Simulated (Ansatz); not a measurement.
A computed series for Cu3N: response to strain

Take Cu₃N (space group Pm-3m, No. 221; a = 3.765 Å) as the base. Axes: x, y, z lie along the cube axes.

Strains are applied to the cell and any free atomic positions relax; under biaxial strain the out-of-plane vector relaxes too.

The values are results of PBEsol/PAW in Ansatz (a first-principles code), without spin-orbit coupling, not measurements.

Notes on the quantities. energy relative to the base: free energy F; pressure: mean of the normal stresses, compression positive.

```csv
case,energy relative to the base,shortest interatomic distance,pressure
base,0 meV/atom,1.882 Å,0.0 GPa
"biaxial strain −3.00 %, plane normal [001], relaxed out of plane",…,…,…
"biaxial strain −2.40 %, plane normal [001], relaxed out of plane",+17 meV/atom,1.837 Å,5.9 GPa
"biaxial strain −1.80 %, plane normal [001], relaxed out of plane",+9.1 meV/atom,1.849 Å,4.2 GPa
"biaxial strain −1.20 %, plane normal [001], relaxed out of plane",+4.0 meV/atom,1.860 Å,2.7 GPa
"biaxial strain −0.60 %, plane normal [001], relaxed out of plane",+1.0 meV/atom,1.871 Å,1.3 GPa
```

Complete the table.


- biaxial strain −3.00 %, plane normal [001], relaxed out of plane, energy relative to the base: +26 meV/atom
- biaxial strain −3.00 %, plane normal [001], relaxed out of plane, shortest interatomic distance: 1.826 Å
- biaxial strain −3.00 %, plane normal [001], relaxed out of plane, pressure: 7.6 GPa

No phonon test of stability was made. All final runs are without spin polarisation.
